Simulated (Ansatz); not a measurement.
The starting structures come from a database of crystals and need not be the phases stable at ambient conditions.

By LDA, the system below comes out a metal.

A figure of merit of an interconnect metal is its ballistic conductance per area.

Data:

```xyz
2
Lattice="2.8226 0.0000 0.0000 0.0000 4.8932 0.0000 1.4113 0.0000 2.5559" Properties=species:S:1:pos:R:3 pbc="T T T"
Au     2.8226     1.2233     1.7108
Au     1.4113     3.6699     0.8451
```

Space group of this cell: Cmcm. The cell is taken as given; by LDA its mean pressure is -9.7 GPa.

The current flows along the normal of the first two printed cell vectors. No spin-orbit coupling; the value is a mean over 0.1 eV about the Fermi level.

Q: Predict the ballistic conductance per area from LDA (Ansatz, an electronic-structure program).

A: 0.84 × 10¹⁵ S/m² for both spins.
